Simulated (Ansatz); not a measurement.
Consider Sc in the hcp (Mg type) structure (space group P6_3/mmc, No. 194).

Sc is modelled in the hexagonal space group P6₃/mmc (No. 194), the hcp (Mg type) structure, Pearson symbol hP2. Lattice parameters: a = b = 3.329 Å, c = 5.192 Å, α = β = 90.00°, γ = 120.00°. Sc on 2d sees 12 Sc at 3.230–3.329 Å (anticuboctahedral). (Neighbours: up to the widest gap in distance over summed covalent radii, below 1.35, at either atom.)

Calculations: plane-wave PAW DFT at the r2SCAN level (Ansatz, a program for electronic structure, 500 eV), scalar-relativistic without spin-orbit coupling.

Base values:

| Item | Value |
|---|---|
| Volume per atom | 24.92 Å³ |

The change: every Sc is replaced by Al; the structure is relaxed again.

Tabulated Pauling electronegativity and covalent radius: Sc 1.36, 1.70 Å; Al 1.61, 1.21 Å.

**Question.** Predict the new volume per atom.

**Answer.** The volume per atom shrinks by 8.91 Å³, from 24.92 Å³ to 16.01 Å³.

Whether these cells are dynamically stable was not tested. For Al in this form, whether it has been made was not checked. The final runs are not spin-polarised. This is not the structure that Al has at room temperature and ambient pressure.
